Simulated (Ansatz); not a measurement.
Au on the 1x1 (111) surface of fcc Pt, one in a 2x2 cell, energies for each (27.3 Å²). Energies are against an atom of fcc Au, without zero-point or thermal terms; each row is named by its start.

Method: PBE (plane waves to 420 eV, PAW; Ansatz, a quantum-chemistry and plane-wave program).

Q: Which site binds most strongly?
(A) top Pt
(B) hollow Pt-Pt-Pt over Pt at depth 2.3 Å
(C) hollow Pt-Pt-Pt over Pt at depth 4.6 Å

A: C, hollow Pt-Pt-Pt over Pt at depth 4.6 Å. Adsorption energies: hollow Pt-Pt-Pt over Pt at depth 4.6 Å 0.40 eV; hollow Pt-Pt-Pt over Pt at depth 2.3 Å 0.47 eV; top Pt 1.10 eV.
